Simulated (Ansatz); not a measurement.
**Si well of 8 atomic layers along [001] in random Si0.5Ge0.5, interfaces graded over 4 layers**

Prepared with LAMMPS with Tersoff's 1989 multicomponent potential (SiCGe.tersoff): minimisation. Geometry as solved with PBE, support functions at accuracy medium on the grid of 370 eV in Ansatz (an electronic-structure program).

```xyz
576
Lattice="16.85 0.00 0.00 0.00 16.85 0.00 0.00 0.00 44.43" Properties=species:S:1:pos:R:3 pbc="T T T"
Si     0.03    -0.02     0.01
Ge     1.40     1.43     1.42
Si     2.81     2.81    -0.03
Si     4.19     4.17     1.37
Si     2.84     0.03     2.81
Si     4.20     1.38     4.21
Si    -0.03     2.85     2.82
Si     1.35     4.22     4.20
Ge     0.01     0.05     5.59
Ge     1.40     1.46     7.07
Ge     2.81     2.83     5.58
Ge     4.21     4.23     7.08
Ge     2.86     0.05     8.48
Si     4.27     1.44     9.87
Si     0.01     2.85     8.48
Si     1.40     4.25     9.83
Ge     0.00     0.06    11.27
Si     1.39     1.47    12.66
Ge     2.82     2.85    11.24
Si     4.20     4.28    12.64
Ge     2.79     0.06    14.04
Si     4.20     1.43    15.46
Si     0.05     2.83    14.05
Si     1.45     4.19    15.41
Si     0.01     0.00    16.85
Si     1.42     1.40    18.17
Si     2.81     2.81    16.81
Si     4.20     4.22    18.17
Si     2.81     0.00    19.53
Si     4.20     1.40    20.90
Si     0.01     2.79    19.53
Si     1.41     4.21    20.87
Si     0.01     0.00    22.23
Si     1.40     1.40    23.59
Si     2.80     2.81    22.24
Si     4.22     4.21    23.57
Si     2.81    -0.01    24.94
Si     4.21     1.39    26.29
Si     0.01     2.81    24.93
Si     1.43     4.20    26.26
Si     0.01     0.00    27.67
Si     1.44     1.38    29.01
Si     2.79     2.77    27.62
Ge     4.19     4.18    29.01
Si     2.81     0.04    30.43
Si     4.21     1.35    31.83
Ge     0.01     2.76    30.42
Ge     1.38     4.25    31.85
Si     0.01    -0.02    33.32
Si     1.40     1.37    34.66
Ge     2.80     2.76    33.24
Ge     4.25     4.19    34.65
Si     2.84     0.02    36.00
Si     4.24     1.36    37.40
Si     0.00     2.74    36.02
Ge     1.34     4.19    37.43
Si    -0.02     0.01    38.77
Ge     1.38     1.37    40.25
Ge     2.83     2.77    38.80
Ge     4.20     4.24    40.23
Si     2.82    -0.01    41.66
Si     4.17     1.38    43.05
Si     0.03     2.85    41.65
Si     1.42     4.19    43.03
Si     0.01     5.55    -0.02
Ge     1.38     7.01     1.34
Si     2.78     8.42    -0.04
Ge     4.22     9.81     1.36
Ge     2.79     5.57     2.78
Ge     4.19     7.05     4.21
Ge    -0.02     8.42     2.84
Si     1.43     9.79     4.24
Si     0.04     5.64     5.61
Si     1.42     7.02     7.01
Si     2.79     8.43     5.64
Si     4.21     9.78     7.00
Si     2.77     5.65     8.44
Si     4.19     7.01     9.81
Si     0.06     8.39     8.43
Si     1.43     9.76     9.83
Si     0.05     5.61    11.24
Ge     1.43     7.02    12.64
Si     2.83     8.40    11.20
Ge     4.16     9.83    12.65
Si     2.83     5.61    14.06
Si     4.18     7.01    15.45
Si     0.01     8.43    14.06
Si     1.39     9.81    15.45
Ge     0.02     5.61    16.80
Si     1.43     7.05    18.19
Si     2.81     8.43    16.81
Si     4.20     9.82    18.18
Si     2.80     5.62    19.53
Si     4.22     7.02    20.87
Si     0.01     8.43    19.54
Si     1.40     9.83    20.89
Si     0.01     5.61    22.22
Si     1.44     6.98    23.55
Si     2.82     8.42    22.22
Si     4.22     9.83    23.57
Si     2.82     5.60    24.92
Si     4.18     7.04    26.27
Ge     0.01     8.43    24.91
Si     1.47     9.83    26.28
Ge     0.03     5.65    27.64
Si     1.41     7.10    29.04
Si     2.83     8.44    27.66
Si     4.24     9.81    29.02
Ge     2.81     5.67    30.41
Ge     4.26     7.08    31.85
Si     0.03     8.42    30.47
Si     1.40     9.82    31.85
Si     0.00     5.68    33.24
Si     1.43     7.04    34.58
Si     2.80     8.46    33.23
Si     4.18     9.84    34.60
Ge     2.79     5.66    36.03
Si     4.17     7.05    37.48
Ge     0.06     8.42    36.04
Si     1.43     9.84    37.46
Si    -0.02     5.59    38.88
Ge     1.41     7.01    40.24
Si     2.81     8.45    38.84
Si     4.16     9.83    40.24
Si     2.77     5.59    41.66
Ge     4.18     6.98    43.04
Si     0.04     8.43    41.65
Si     1.43     9.80    43.01
Ge     0.04    11.18     0.01
Si     1.41    12.61     1.41
Ge     2.79    14.01    -0.03
Ge     4.22    15.47     1.40
Ge     2.80    11.22     2.83
Si     4.22    12.58     4.25
Ge    -0.02    14.02     2.76
Ge     1.44    15.45     4.18
Ge     0.03    11.24     5.58
Si     1.43    12.61     7.01
Ge     2.84    14.00     5.63
Ge     4.26    15.45     7.04
Ge     2.82    11.20     8.42
Si     4.23    12.63     9.83
Ge     0.04    14.02     8.39
Ge     1.42    15.45     9.86
Ge     0.05    11.16    11.29
Si     1.41    12.60    12.71
Ge     2.81    13.98    11.27
Ge     4.24    15.48    12.62
Si     2.76    11.22    14.10
Si     4.16    12.59    15.47
Si     0.00    13.97    14.05
Ge     1.38    15.40    15.45
Si     0.02    11.23    16.81
Si     1.40    12.63    18.18
Si     2.82    14.00    16.84
Si     4.19    15.43    18.18
Si     2.80    11.22    19.53
Si     4.20    12.63    20.88
Si     0.00    14.04    19.53
Si     1.40    15.44    20.88
Si     0.00    11.25    22.23
Si     1.41    12.63    23.59
Si     2.80    14.04    22.23
Si     4.20    15.43    23.58
Si     2.83    11.23    24.92
Si     4.20    12.64    26.29
Si     0.01    14.04    24.93
Si     1.39    15.44    26.30
Ge     0.04    11.26    27.64
Si     1.45    12.67    29.01
Si     2.81    14.04    27.63
Ge     4.21    15.45    29.05
Ge     2.82    11.22    30.43
Si     4.22    12.64    31.82
Ge     0.01    14.07    30.38
Ge     1.41    15.50    31.85
Si     0.06    11.23    33.22
Si     1.36    12.64    34.63
Ge     2.82    14.03    33.25
Si     4.20    15.48    34.63
Ge     2.80    11.26    36.03
Si     4.24    12.66    37.41
Si    -0.02    14.03    36.01
Ge     1.40    15.46    37.38
Si     0.02    11.24    38.79
Ge     1.43    12.59    40.24
Ge     2.85    14.06    38.82
Si     4.21    15.50    40.23
Si     2.82    11.18    41.66
Si     4.21    12.59    43.01
Ge     0.02    14.08    41.63
Si     1.42    15.48    43.03
Si     5.60     0.06    -0.01
Si     7.00     1.40     1.37
Ge     8.45     2.79     0.02
Si     9.87     4.21     1.39
Ge     8.41     0.00     2.75
Ge     9.82     1.45     4.19
Ge     5.61     2.79     2.80
Si     7.03     4.18     4.23
Si     5.58     0.04     5.61
Ge     7.00     1.42     7.02
Si     8.39     2.81     5.60
Ge     9.80     4.18     7.01
Si     8.40    -0.03     8.40
Ge     9.78     1.44     9.79
Si     5.62     2.81     8.49
Si     6.95     4.21     9.87
Si     5.66     0.03    11.20
Si     7.00     1.43    12.59
Si     8.36     2.82    11.21
Ge     9.80     4.19    12.62
Ge     8.40     0.06    14.04
Si     9.84     1.42    15.44
Ge     5.60     2.83    14.02
Si     6.98     4.24    15.45
Si     5.54     0.00    16.82
Ge     6.98     1.38    18.22
Ge     8.42     2.84    16.82
Si     9.85     4.24    18.20
Si     8.43    -0.03    19.58
Si     9.83     1.41    20.89
Si     5.57     2.84    19.57
Si     7.02     4.22    20.88
Si     5.61     0.00    22.24
Si     7.02     1.41    23.57
Si     8.42     2.81    22.23
Si     9.82     4.21    23.58
Si     8.45     0.03    24.91
Si     9.83     1.40    26.30
Si     5.61     2.80    24.93
Si     7.04     4.18    26.26
Si     5.62     0.03    27.66
Si     7.04     1.39    29.00
Si     8.41     2.80    27.64
Si     9.75     4.19    29.04
Ge     8.44     0.00    30.42
Si     9.82     1.39    31.89
Ge     5.62     2.75    30.44
Ge     7.05     4.22    31.83
Si     5.56    -0.02    33.23
Ge     7.00     1.37    34.62
Si     8.43     2.77    33.23
Ge     9.81     4.17    34.66
Si     8.40    -0.06    36.01
Ge     9.83     1.34    37.40
Si     5.62     2.76    36.06
Ge     6.98     4.23    37.44
Si     5.62     0.00    38.82
Si     7.00     1.36    40.22
Ge     8.42     2.79    38.88
Si     9.83     4.18    40.28
Si     8.41     0.05    41.60
Si     9.80     1.42    42.97
Ge     5.60     2.75    41.64
Ge     6.99     4.22    43.07
Si     5.55     5.59     0.03
Ge     6.97     7.00     1.41
Ge     8.43     8.45    -0.01
Si     9.82     9.84     1.45
Ge     8.43     5.56     2.80
Ge     9.80     7.07     4.22
Si     5.60     8.43     2.80
Ge     7.00     9.83     4.23
Ge     5.66     5.62     5.63
Si     7.00     7.05     7.04
Si     8.37     8.40     5.65
Ge     9.81     9.78     7.02
Ge     8.36     5.60     8.45
Ge     9.83     7.03     9.83
Si     5.56     8.38     8.39
Ge     6.94     9.81     9.82
Si     5.55     5.61    11.21
Ge     6.93     7.02    12.64
Ge     8.40     8.45    11.27
Si     9.84     9.84    12.62
Ge     8.40     5.63    14.08
Si     9.83     7.03    15.47
Si     5.54     8.40    14.06
Ge     6.98     9.78    15.46
Si     5.59     5.62    16.81
Si     7.01     7.00    18.18
Si     8.43     8.39    16.84
Si     9.80     9.80    18.21
Si     8.42     5.62    19.54
Si     9.81     7.02    20.91
Si     5.62     8.42    19.52
Si     7.02     9.82    20.88
Si     5.61     5.62    22.22
Si     7.00     7.02    23.58
Si     8.41     8.43    22.25
Si     9.83     9.84    23.58
Si     8.40     5.60    24.90
Ge     9.81     7.04    26.29
Si     5.58     8.41    24.91
Ge     7.01     9.83    26.30
Ge     5.66     5.65    27.63
Si     7.04     7.05    29.07
Si     8.42     8.45    27.73
Si     9.81     9.88    29.04
Si     8.43     5.63    30.40
Si     9.79     7.00    31.77
Si     5.65     8.47    30.40
Si     7.02     9.85    31.77
Si     5.62     5.60    33.23
Ge     7.02     6.98    34.63
Ge     8.40     8.42    33.16
Ge     9.83     9.86    34.57
Si     8.43     5.60    36.05
Si     9.78     7.00    37.41
Ge     5.56     8.43    36.02
Ge     7.03     9.84    37.43
Si     5.57     5.66    38.81
Ge     7.03     7.04    40.17
Si     8.45     8.41    38.78
Ge     9.85     9.81    40.21
Ge     8.45     5.63    41.65
Si     9.86     7.03    43.05
Ge     5.60     8.45    41.62
Si     6.99     9.85    43.04
Si     5.60    11.22    -0.05
Ge     7.03    12.58     1.39
Ge     8.45    14.05    -0.02
Si     9.84    15.45     1.39
Si     8.44    11.21     2.82
Si     9.79    12.63     4.17
Ge     5.60    13.99     2.84
Ge     7.00    15.48     4.24
Si     5.56    11.20     5.64
Ge     6.96    12.63     7.04
Ge     8.45    14.04     5.63
Si     9.83    15.43     7.08
Ge     8.43    11.24     8.46
Si     9.86    12.65     9.84
Si     5.61    14.05     8.49
Si     7.01    15.48     9.80
Si     5.55    11.23    11.21
Ge     6.97    12.59    12.59
Ge     8.40    14.05    11.18
Ge     9.82    15.45    12.64
Ge     8.42    11.20    14.03
Ge     9.79    12.66    15.48
Ge     5.58    14.00    14.07
Ge     7.00    15.45    15.49
Si     5.58    11.24    16.84
Si     6.99    12.63    18.20
Si     8.40    14.05    16.89
Si     9.82    15.41    18.23
Si     8.41    11.23    19.53
Si     9.83    12.63    20.88
Si     5.60    14.04    19.54
Si     7.01    15.43    20.90
Si     5.62    11.23    22.22
Si     7.02    12.62    23.57
Si     8.42    14.03    22.23
Si     9.83    15.45    23.57
Si     8.44    11.25    24.92
Si     9.83    12.64    26.29
Si     5.60    14.01    24.91
Ge     7.03    15.44    26.28
Si     5.57    11.25    27.67
Ge     7.02    12.63    29.06
Si     8.46    14.03    27.67
Si     9.84    15.41    29.03
Si     8.45    11.23    30.45
Si     9.83    12.63    31.82
Si     5.59    14.02    30.46
Ge     7.00    15.41    31.87
Ge     5.63    11.24    33.21
Si     7.04    12.68    34.60
Si     8.47    14.01    33.24
Si     9.81    15.42    34.64
Ge     8.44    11.31    36.02
Si     9.87    12.67    37.43
Ge     5.62    14.07    36.00
Si     7.01    15.47    37.43
Ge     5.58    11.25    38.86
Si     7.00    12.65    40.23
Ge     8.40    14.04    38.81
Ge     9.83    15.48    40.22
Ge     8.40    11.24    41.64
Si     9.83    12.63    43.02
Ge     5.58    14.05    41.61
Ge     7.01    15.51    43.02
Ge    11.19     0.02    -0.03
Ge    12.63     1.46     1.39
Si    14.07     2.85     0.03
Si    15.46     4.22     1.40
Ge    14.06     0.00     2.80
Si    15.46     1.44     4.18
Si    11.23     2.86     2.78
Ge    12.66     4.22     4.17
Ge    11.24     0.00     5.65
Si    12.62     1.43     7.05
Ge    14.05     2.78     5.62
Ge    15.48     4.24     7.05
Ge    14.03     0.03     8.45
Si    15.48     1.44     9.81
Si    11.25     2.82     8.41
Si    12.65     4.19     9.78
Ge    11.23     0.00    11.20
Ge    12.68     1.37    12.66
Ge    14.07     2.82    11.20
Ge    15.48     4.25    12.67
Si    14.06    -0.02    14.10
Ge    15.46     1.43    15.45
Ge    11.26     2.81    14.08
Si    12.67     4.25    15.46
Ge    11.23    -0.01    16.83
Si    12.65     1.44    18.20
Si    14.02     2.85    16.84
Si    15.44     4.20    18.20
Si    14.05     0.00    19.53
Si    15.45     1.40    20.88
Si    11.24     2.82    19.54
Si    12.64     4.22    20.90
Si    11.23     0.00    22.22
Si    12.62     1.42    23.56
Si    14.04     2.81    22.23
Si    15.45     4.21    23.58
Ge    14.04     0.01    24.94
Si    15.49     1.43    26.32
Si    11.22     2.80    24.92
Si    12.65     4.17    26.25
Si    11.19    -0.04    27.64
Ge    12.64     1.37    29.00
Si    14.04     2.80    27.61
Ge    15.41     4.21    29.04
Si    14.04    -0.04    30.40
Ge    15.44     1.31    31.85
Ge    11.17     2.79    30.43
Ge    12.64     4.23    31.80
Si    11.19    -0.01    33.27
Si    12.61     1.34    34.65
Ge    14.01     2.76    33.25
Ge    15.50     4.19    34.62
Si    14.04    -0.01    36.04
Si    15.45     1.38    37.39
Si    11.25     2.73    36.00
Ge    12.61     4.16    37.41
Si    11.27    -0.04    38.79
Ge    12.59     1.40    40.22
Ge    14.10     2.80    38.84
Si    15.48     4.22    40.27
Ge    14.05     0.01    41.64
Ge    15.49     1.44    43.07
Si    11.20     2.81    41.64
Ge    12.64     4.21    43.03
Si    11.21     5.61     0.00
Ge    12.61     6.99     1.43
Ge    14.07     8.43     0.02
Si    15.44     9.84     1.43
Si    14.10     5.61     2.79
Si    15.47     6.95     4.21
Si    11.20     8.44     2.79
Ge    12.66     9.83     4.15
Ge    11.23     5.63     5.62
Ge    12.65     7.01     7.08
Ge    14.07     8.37     5.59
Ge    15.49     9.79     7.03
Si    14.04     5.59     8.46
Ge    15.49     6.99     9.84
Si    11.22     8.41     8.43
Ge    12.58     9.81     9.88
Ge    11.29     5.60    11.23
Si    12.67     6.97    12.69
Ge    14.06     8.41    11.31
Si    15.47     9.81    12.72
Si    14.05     5.63    14.08
Si    15.47     7.02    15.39
Ge    11.25     8.42    14.03
Si    12.67     9.84    15.40
Si    11.22     5.61    16.79
Ge    12.62     7.01    18.20
Ge    14.09     8.45    16.78
Si    15.48     9.86    18.19
Si    14.07     5.60    19.56
Si    15.46     7.03    20.88
Si    11.20     8.44    19.58
Si    12.64     9.84    20.88
Si    11.23     5.62    22.24
Si    12.63     7.03    23.58
Si    14.04     8.43    22.22
Si    15.42     9.86    23.55
Si    14.03     5.61    24.91
Si    15.40     7.02    26.27
Si    11.25     8.46    24.92
Si    12.63     9.85    26.30
Ge    11.24     5.55    27.67
Ge    12.68     7.03    29.06
Si    14.04     8.42    27.61
Ge    15.45     9.79    29.05
Si    14.09     5.65    30.47
Si    15.47     7.04    31.84
Ge    11.21     8.46    30.45
Si    12.62     9.84    31.87
Ge    11.19     5.64    33.20
Ge    12.67     7.06    34.58
Si    14.06     8.45    33.16
Ge    15.47     9.84    34.58
Ge    14.05     5.60    36.02
Ge    15.45     7.01    37.49
Ge    11.21     8.41    36.04
Ge    12.64     9.84    37.49
Ge    11.17     5.60    38.83
Ge    12.65     7.01    40.25
Si    14.05     8.43    38.87
Ge    15.49     9.82    40.22
Si    14.06     5.58    41.61
Ge    15.48     6.98    43.01
Si    11.22     8.39    41.65
Ge    12.61     9.82    43.02
Ge    11.22    11.27     0.05
Si    12.68    12.65     1.43
Si    14.05    14.04     0.07
Si    15.46    15.45     1.36
Si    14.07    11.25     2.77
Si    15.43    12.61     4.16
Ge    11.24    14.05     2.80
Si    12.63    15.46     4.20
Ge    11.19    11.23     5.57
Ge    12.59    12.66     7.03
Ge    14.03    14.02     5.55
Ge    15.43    15.45     6.99
Ge    14.02    11.20     8.44
Ge    15.47    12.61     9.85
Si    11.21    14.06     8.46
Si    12.61    15.44     9.80
Si    11.18    11.24    11.25
Ge    12.64    12.57    12.65
Ge    14.02    14.05    11.22
Ge    15.45    15.43    12.70
Si    14.09    11.21    14.06
Si    15.45    12.61    15.44
Ge    11.27    14.06    14.08
Si    12.70    15.45    15.47
Ge    11.26    11.20    16.84
Si    12.68    12.66    18.20
Si    14.08    14.03    16.81
Si    15.45    15.44    18.18
Si    14.06    11.24    19.54
Si    15.45    12.64    20.88
Si    11.25    14.03    19.55
Si    12.64    15.45    20.88
Si    11.23    11.24    22.23
Si    12.62    12.65    23.58
Si    14.04    14.04    22.23
Si    15.47    15.42    23.56
Si    14.02    11.24    24.92
Si    15.43    12.64    26.25
Si    11.21    14.04    24.92
Si    12.58    15.43    26.28
Si    11.22    11.24    27.66
Si    12.57    12.63    29.05
Ge    14.01    14.04    27.66
Si    15.43    15.48    29.02
Ge    13.98    11.23    30.44
Ge    15.47    12.63    31.84
Si    11.18    14.01    30.41
Ge    12.58    15.45    31.80
Si    11.24    11.26    33.19
Ge    12.58    12.67    34.65
Ge    14.06    14.09    33.26
Si    15.45    15.47    34.69
Ge    14.07    11.26    36.05
Si    15.48    12.66    37.44
Si    11.20    14.09    36.06
Si    12.65    15.43    37.41
Si    11.23    11.28    38.83
Si    12.64    12.65    40.15
Si    14.02    14.01    38.76
Ge    15.43    15.44    40.14
Ge    14.02    11.27    41.59
Ge    15.43    12.66    43.07
Ge    11.25    14.00    41.61
Ge    12.66    15.40    43.07
```
